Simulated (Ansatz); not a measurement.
We consider bcc Eu, described by rVV10 (plane waves, PAW; Ansatz, a program for electronic structure).

Output (set-up and result lines):

```
Crystal: 1 atoms, lattice volume = 38.630 Å³
Basis set: ecut = 520 eV, 1055 PW (Γ), exchange–correlation on 60×60×60 points (8 copies of the dense FFT grid, shifted against one another)
Bands: 16, of which v1, the nominal top of the filled ones, is band 9 counted from 1 (8 counted from 0)
Symmetry: 48 space group operations
Space group: Im-3m (ITA 229), of the structure as read, at distance tolerance 3.4e-5 Å
k-points: 195 of 5832
Initial density: superposition of atomic densities (chi_scale 0.1, normalization cell)
Functional: x = rpw86, c = pbe(β = 0.06672455060314922) + rvv10(b = 6.3, C = 0.0093)
spin=Collinear: Kerker preconditioning applied to the charge; magnetization (m = ρ↑ − ρ↓) channel mixes plain (no charge-response kernel on spin).
SCF 1 converged in 14 iterations: F = -8822.742356 eV  dr2 = 1.63e-12
SCF converged after 14 iterations
Magnetization: 7.1592 μB (12.0796 up, 4.9204 down)
Free energy (F): -8822.742356 eV
Internal energy: -8822.730582 eV  (E = F + TS)
E sigma→0 (E₀):  -8822.736469 eV
Fermi energy:    10.074222 eV
--- Stress (GPa, compression-positive) ---
        0.345644      -0.000000       0.000000
       -0.000000       0.345644       0.000000
       -0.000000      -0.000000       0.345644
  P = ⅓ Tr σ = 0.3456 GPa (3.456 kbar)
```

Q: Write an input file that could have produced this run (the log leaves some choices open).

A: Several could match; the one computed here: 
Ansatz 0.2 input:
```yaml
crystal:
  lattice:
    - [-2.1295428623, 2.1295428623, 2.1295428623]
    - [2.1295428623, -2.1295428623, 2.1295428623]
    - [2.1295428623, 2.1295428623, -2.1295428623]
  atoms:
    - { symbol: Eu, position: [0.0, 0.0, 0.0], spin: 7.0 }
basis:
  ecutwfc: 520
  ecutrho_ratio: 4
  xc_grid: 2
kpoints:
  mp_grid: { grid: [18, 18, 18] }
hamiltonian:
  xc: { exchange: rpw86, correlation: pbe }
  dispersion: rvv10
  pseudopotentials: { kind: paw }
scf:
  occupations: { method: fermi_dirac, width: 0.05 }
  convergence: { dr2_threshold: 0.0000000001 }
output:
  forces: false
  stress: true
  eigenvalues: true
magnetization:
  spin_polarized: true
```

The cell is one volume of an energy–volume scan, off the minimum.

The PAW data were made under PBE.

The run is spin-polarised with parallel starting moments, which need not be the measured order.

Note: the 4f shell is treated without U or exact exchange, so its levels and filling can be wrong.
